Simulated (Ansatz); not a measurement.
Start from TaN (space group P6/mmm, No. 191; a = 5.202 Å, c = 2.906 Å).

The change: cell and atoms relaxed at a pressure of 0.7 GPa.

Levels (all Ansatz, a first-principles code, PAW): PBEsol (420 eV, no spin-orbit coupling); PBEsol+SOC (420 eV, with spin-orbit coupling).

The geometry is relaxed with PBEsol.

- PBEsol pressure: 0.7 GPa

### Question
Predict the pressure from PBEsol+SOC.

### Answer
The pressure falls by 0.2 GPa to 0.5 GPa.

Single points use the geometry relaxed with PBEsol. Differences between runs with and without spin-orbit coupling are approximate. Load acts through the strain it causes; cell and atoms are relaxed under it. Whether these cells are dynamically stable was not tested. The runs without spin-orbit coupling are not spin-polarised. This is not the structure that TaN has at room temperature and ambient pressure.
